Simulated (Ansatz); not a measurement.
# A computed series for W3N4: response to strain

Base system: W3N4 (space group Pm-3m, No. 221).

```yaml
crystal:
  lattice:
    - [4.17923, 0.00000, 0.00000]
    - [0.00000, 4.17923, 0.00000]
    - [0.00000, 0.00000, 4.17923]
  atoms:
    - { symbol: N, position: [0.50000, 0.50000, 0.50000] }
    - { symbol: N, position: [0.50000, 0.00000, 0.00000] }
    - { symbol: N, position: [0.00000, 0.50000, 0.00000] }
    - { symbol: N, position: [0.00000, 0.00000, 0.50000] }
    - { symbol: W, position: [0.50000, 0.50000, 0.00000] }
    - { symbol: W, position: [0.00000, 0.50000, 0.50000] }
    - { symbol: W, position: [0.50000, 0.00000, 0.50000] }
```

Cartesian axes are those of the cell as printed.

Strains are applied to the cell and any free atomic positions relax; under biaxial strain the out-of-plane vector relaxes too.

Computed with Ansatz (a first-principles code), PBEsol, PAW, cutoff 420 eV, without spin-orbit coupling.

Candidates:
(a) tensor shear ε_xy = −0.65 %
(b) uniaxial strain ε_xx = +3.17 %
(c) tensor shear ε_xy = −3.49 %
(d) biaxial strain −2.99 %, plane normal [001], relaxed out of plane

Notes on the quantities. energy relative to the base: free energy F.

Order them by energy relative to the base, highest first.

(d) biaxial strain −2.99 %, plane normal [001], relaxed out of plane (+61 meV/atom), (b) uniaxial strain ε_xx = +3.17 % (+24 meV/atom), (c) tensor shear ε_xy = −3.49 % (+11 meV/atom), (a) tensor shear ε_xy = −0.65 % (+0.3 meV/atom)

Without a gap, meshes like the base's 11×11×11 leave anisotropic stresses uncertain by several tenths of a GPa, and small strain energies with them. Whether these cells are dynamically stable was not tested. All final runs are without spin polarisation.
